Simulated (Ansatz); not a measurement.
Results of PBEsol (PAW; Ansatz, an electronic-structure program) for SrScHO2 (model structure, started from the SrVO2H type, P4/mmm, No. 123, 5 atoms in the cell).

Settings: plane-wave cutoff 520 eV, 8×8×10 k mesh (along the axes of the cell as run), Fermi–Dirac smearing 0.01 eV, scalar-relativistic PAW data made under PBE.

Cell (relaxed at this level):

```
ScSrHO2
1.0
    4.08710     0.00000     0.00000
    0.00000     4.08710     0.00000
    0.00000     0.00000     3.81716
Sr Sc O H
1 1 2 1
Direct
  0.50000   0.50000   0.50000
  0.00000   0.00000   0.00000
  0.50000   0.00000   0.00000
  0.00000   0.50000   0.00000
  0.00000   0.00000   0.50000
```

### Question
What does this level give for the band gap, smallest direct gap on the k points sampled and direct gap at Γ?

### Answer

- band gap = 2.22 eV
- smallest direct gap on the k points sampled = 2.65 eV
- direct gap at Γ = 4.08 eV

Note: the relaxation could raise the start's symmetry but not lower it, so the cell can be a saddle point.

Spin–orbit coupling is not included.

Static lattice: no zero-point or thermal effects.

The result took very roughly 22 core-seconds.

A model structure was made by putting elements into a prototype or built by hand; it is no filed structure, need not be a known phase, and can be a saddle point held by its symmetry.
